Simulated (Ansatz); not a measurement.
CdSe (model structure, started from the BN type, Pm-3n, No. 223, 12 atoms in the cell) was calculated with r²SCAN in Ansatz (PAW).

Settings: plane-wave cutoff 560 eV, 6×6×6 k mesh, Fermi–Dirac smearing 0.01 eV, scalar-relativistic PAW data made under PBE.

Cell (relaxed with PBEsol):

```cif
data_Cd6Se6
_chemical_formula_sum 'Cd6 Se6'
_space_group_name_H-M_alt 'P 1'
_space_group_IT_number 1
_cell_length_a 7.48490
_cell_length_b 7.48490
_cell_length_c 7.48490
_cell_angle_alpha 90.000
_cell_angle_beta 90.000
_cell_angle_gamma 90.000
loop_
_space_group_symop_operation_xyz
  'x, y, z'
loop_
_atom_site_label
_atom_site_type_symbol
_atom_site_fract_x
_atom_site_fract_y
_atom_site_fract_z
_atom_site_occupancy
Cd1 Cd 0.25000 0.00000 0.50000 1
Cd2 Cd 0.50000 0.25000 0.00000 1
Cd3 Cd 0.50000 0.75000 0.00000 1
Cd4 Cd 0.75000 0.00000 0.50000 1
Cd5 Cd 0.00000 0.50000 0.75000 1
Cd6 Cd 0.00000 0.50000 0.25000 1
Se1 Se 0.25000 0.50000 0.00000 1
Se2 Se 0.00000 0.25000 0.50000 1
Se3 Se 0.00000 0.75000 0.50000 1
Se4 Se 0.75000 0.50000 0.00000 1
Se5 Se 0.50000 0.00000 0.75000 1
Se6 Se 0.50000 0.00000 0.25000 1
```

### Question
What does this level give for the band gap?

### Answer

- band gap: 1.26 eV

Note: the relaxation could raise the start's symmetry but not lower it, so the cell can be a saddle point; cell and atoms aren't relaxed at this level (pressure 1.1 GPa).

Spin–orbit coupling is not included.

The computed numbers hold no vibrational or temperature effects.

A model structure was made by putting elements into a prototype or built by hand; it is no filed structure, need not be a known phase, and can be a saddle point held by its symmetry.

Ansatz is an electronic-structure program.
